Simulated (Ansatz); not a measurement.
Start from In$_{2}$O$_{3}$ (space group P-3m1, No. 164; a = 3.4191 Å, c = 6.0937 Å; a hypothetical phase, not in the database extracts checked).

The same geometry is solved again with r2SCAN.

Levels (all Ansatz, an electronic-structure program, PAW): r2SCAN (500 eV, no spin-orbit coupling); PBEsol (420 eV, spin-orbit coupling left out).

Base, band edges from the VBM (valence, conduction): K -0.03, 5.80; H -0.52, 5.86; M -0.34, 3.97; L 0.00, 4.37; A -0.70, 2.92; Γ -0.02, 0.70 eV.

**Question.** Give the band edges at the high-symmetry points of the new zone, measured from its valence-band maximum.

**Answer.** 
```tsv
point	valence edge (eV)	conduction edge (eV)
Γ	-0.01	1.31
M	-0.34	4.71
K	-0.03	6.55
A	-0.67	3.41
L	0.00	5.09
H	-0.53	6.61
```

The gap is 1.31 eV, indirect, L → Γ.

Single points use the geometry relaxed with PBEsol. Whether these cells are dynamically stable was not tested. The base started in P3m1 and relaxed to P-3m1 at this level.
